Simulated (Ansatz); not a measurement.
How a calculation on TcPt (R-3m, 2 atoms in the cell) responds to its settings

```
CELL_PARAMETERS angstrom
      1.35108     0.78004     4.31678
     -1.35108     0.78004     4.31678
      0.00000    -1.56009     4.31678
ATOMIC_POSITIONS crystal
  Tc 0.00000 0.00000 0.00000
  Pt 0.50000 0.50000 0.50000
```

Base run A: r2SCAN, default PAW files made with PBE (Ansatz, a program for electronic structure), self-consistent single point.

Its settings: kpoints.mp_grid.grid = 14 14 14; hamiltonian.xc = r2scan; hamiltonian.pseudopotentials = {kind: paw} (the program's default PAW files); scf.occupations.method = gaussian; scf.occupations.width = 0.05 eV.

The starting cell was generated: these elements placed on a structure prototype, without a prior relaxation; it need not be a known phase or ordering of this composition. Its lattice was rescaled by a random factor within 2.5 % of one. Spin polarisation is off. In the base run, with a pressure of about 25 GPa the cell is away from its equilibrium volume at this level. Ansatz's pressure includes its estimate of the finite-basis (Pulay) stress.

ΔF is the free energy per atom less that of run A. 

Run A gave: pressure (GPa) 25.35; TS (meV/atom) 1.0; k-points 288.

Runs:
- B: kpoints.mp_grid.grid, scf.occupations.width = 13 13 13, 0.03 eV
- C: kpoints.mp_grid.grid, scf.occupations.width = 13 13 13, 0.1 eV
- D: kpoints.mp_grid.grid, scf.occupations.width = 13 13 13, 0.3 eV
- E: kpoints.mp_grid.grid, scf.occupations.width = 16 16 16, 0.03 eV
- F: kpoints.mp_grid.grid, scf.occupations.width = 16 16 16, 0.1 eV
- G: kpoints.mp_grid.grid, scf.occupations.width = 16 16 16, 0.3 eV
- H: kpoints.mp_grid.grid, scf.occupations.width = 17 17 17, 0.03 eV
- I: kpoints.mp_grid.grid, scf.occupations.width = 17 17 17, 0.1 eV
- J: kpoints.mp_grid.grid, scf.occupations.width = 17 17 17, 0.3 eV
- K: kpoints.mp_grid.grid, scf.occupations.width = 19 19 19, 0.03 eV
- L: kpoints.mp_grid.grid, scf.occupations.width = 19 19 19, 0.1 eV
- M: kpoints.mp_grid.grid, scf.occupations.width = 19 19 19, 0.3 eV

### Question
What does run J change against A?

### Answer
The free energy drops by 16.3 meV/atom and the pressure goes from 25.35 to 25.66 GPa.

### Question
What does run B change against A?

### Answer
The free energy goes up by 3.4 meV/atom and the pressure stays near 25.30 GPa while the zz stress (positive for compression) goes from 39.08 to 38.57 GPa.

### Question
What does run G change against A?

### Answer
The free energy falls by 15.5 meV/atom and the pressure goes from 25.35 to 25.69 GPa.

| run | ΔF (meV/atom) | pressure (GPa) | TS (meV/atom) | k-points |
|---|---|---|---|---|
| A | 0.00 | 25.35 | 1.0 | 288 |
| B | 3.4 | 25.30 | 0.2 | 231 |
| C | 1.73 | 25.35 | 4.0 | 231 |
| D | -15.4 | 25.66 | 39.1 | 231 |
| E | 4.6 | 25.40 | 0.6 | 417 |
| F | 2.2 | 25.43 | 4.9 | 417 |
| G | -15.5 | 25.69 | 38.9 | 417 |
| H | 1.03 | 25.36 | 0.3 | 489 |
| I | -0.56 | 25.38 | 3.6 | 489 |
| J | -16.3 | 25.66 | 37.1 | 489 |
| K | 1.90 | 25.42 | 0.4 | 670 |
| L | 0.01 | 25.42 | 4.1 | 670 |
| M | -16.4 | 25.66 | 37.3 | 670 |

Keys are those of Ansatz 0.2.
